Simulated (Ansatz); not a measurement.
CdTe: energy against strain

CdTe (zinc blende, F-43m, 35.252 Å³/atom at rest) under an equal strain ε in the (001) plane with the normal axis free, as in a coherent film. r2SCAN in Ansatz, a plane-wave DFT program (PAW, default set), 500 eV, 9×9×9 Γ-centred mesh, Fermi-Dirac smearing 0.05 eV; ions are relaxed within the symmetry of each cell.

Here s stands for strain and y for E less E0.

```
strain (%)  E less E0 (meV/atom)
----------  --------------------
-1.50                       2.02
-1.00                       0.89
-0.50                       0.22
0.00                        0.00
0.50                        0.22
1.00                        0.86
1.50                        1.90
3.00                           ?
```

Taking a parabola for y over the 7 complete rows: Least squares gives y = 0.002 - 0.0300·s + 0.8705·s². Residuals (row less fit): 0.014, -0.013, -0.015, -0.002, 0.015, 0.017, -0.016; standard error 0.018 (degrees of freedom: 4). Twice the quadratic coefficient over the volume, 2 × 0.8705 meV × 10⁴ × 0.1602 / 35.252 Å³, is twice the biaxial elastic modulus of this plane = 79 ± 0.7 GPa.

Question: What does the fit predict for y at s = 3.00, and how far is the calculated value from it?

Answer: y = 0.002 - 0.0300 × 3.0 + 0.8705 × 3.0² = 7.747 meV/atom. The calculation gives 7.32 meV/atom, 0.427 meV/atom below the prediction (5.8 % of the range of y in the table). The row lies outside the fitted rows, so this is an extrapolation. From the scatter of the fitted rows alone, a prediction at this place has a standard error of 0.071 meV/atom, so the miss is 6.0 times that.

One order more, fitted to all 13 runs of the series, follows each within 0.01, so the miss is the next term of a smooth law. Rows are the converged runs of the series near zero and its far end; series whose fitted rows scatter by over a few per cent of the range, as at a crossing or softening among them, aren't shown in this form. Most that stay on the fit to the last digits aren't either.
